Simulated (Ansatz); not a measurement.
## Pressure series in SnS2

Take SnS$_{2}$ in the CdI2 type structure (space group P-3m1, No. 164; layered, stacked along the Cartesian z axis) as the base.

```yaml
crystal:
  lattice:
    - [3.62596, 0.00000, 0.00000]
    - [-1.81298, 3.14018, 0.00000]
    - [0.00000, 0.00000, 5.57353]
  atoms:
    - { symbol: Sn, position: [0.00000, 0.00000, 0.00000] }
    - { symbol: S, position: [0.33333, 0.66667, 0.26441] }
    - { symbol: S, position: [0.66667, 0.33333, 0.73559] }
```

Cell and atoms are relaxed at each pressure.

Computed with DFT with PBEsol-D3(BJ), PAW potentials and a 420 eV plane-wave cutoff in Ansatz (a quantum-chemistry and plane-wave program), spin-orbit coupling left out, earlier PAW set.

Notes on the quantities. enthalpy: H = E + PV relative to the base's energy.

```json
[
 {"case": "base", "smallest direct gap": "1.58 eV", "enthalpy": "–", "width of the top valence band": "2.13 eV", "band gap": "0.96 eV"},
 {"case": "pressure −2 GPa", "smallest direct gap": "1.81 eV", "enthalpy": "-0.27 eV/atom", "width of the top valence band": "1.28 eV", "band gap": "1.36 eV"},
 {"case": "pressure −1 GPa", "smallest direct gap": "1.67 eV", "enthalpy": "-0.13 eV/atom", "width of the top valence band": "1.81 eV", "band gap": "1.10 eV"},
 {"case": "pressure 0.3 GPa", "smallest direct gap": "1.56 eV", "enthalpy": "+0.04 eV/atom", "width of the top valence band": "2.20 eV", "band gap": "0.93 eV"},
 {"case": "pressure 0.7 GPa", "smallest direct gap": "1.54 eV", "enthalpy": "+0.09 eV/atom", "width of the top valence band": "2.30 eV", "band gap": "0.89 eV"},
 {"case": "pressure 1.5 GPa", "smallest direct gap": "1.51 eV", "enthalpy": "+0.19 eV/atom", "width of the top valence band": "2.48 eV", "band gap": "0.83 eV"}
]
```

Load acts through the strain it causes; cell and atoms are relaxed under it. Semilocal Kohn–Sham gaps tend to fall short of experiment. Whether these cells are dynamically stable was not tested.
